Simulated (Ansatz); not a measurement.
**A computed series for ZrTaC2: pressure series**

Base system: ZrTaC₂ (space group R-3m, No. 166; a cell from a computed database, its experimental status unchecked).

```
ZrTaC2
1.0
    1.60402     0.92608     5.26917
   -1.60402     0.92608     5.26917
    0.00000    -1.85216     5.26917
Zr Ta C
1 1 2
Direct
  0.00000   0.00000   0.00000
  0.50000   0.50000   0.50000
  0.75456   0.75456   0.75456
  0.24544   0.24544   0.24544
```

Cell and atoms are relaxed at each pressure.

Level of theory: PBEsol, PAW, 420 eV (Ansatz, an electronic-structure program; without spin-orbit coupling).

Notes on the quantities. enthalpy: H = E + PV relative to the base's energy.

| variant | shortest interatomic distance | enthalpy |
|---|---|---|
| base | 4.217 bohr | – |
| pressure −2 GPa | 4.227 bohr | -0.15 eV/atom |
| pressure −1 GPa | 4.222 bohr | -0.07 eV/atom |
| pressure 0.3 GPa | 4.216 bohr | +0.02 eV/atom |
| pressure 0.7 GPa | 4.214 bohr | +0.05 eV/atom |
| pressure 1.5 GPa | 4.211 bohr | +0.11 eV/atom |
| pressure 3 GPa | 4.204 bohr | +0.22 eV/atom |
| pressure 5 GPa | 4.195 bohr | +0.36 eV/atom |
| pressure 7.5 GPa | 4.185 bohr | +0.54 eV/atom |
| pressure 10 GPa | 4.175 bohr | +0.72 eV/atom |

Load acts through the strain it causes; cell and atoms are relaxed under it. Whether these cells are dynamically stable was not tested. No other phases were tried under pressure. All final runs are without spin polarisation. An odd electron count without spin: ZrTaC2.
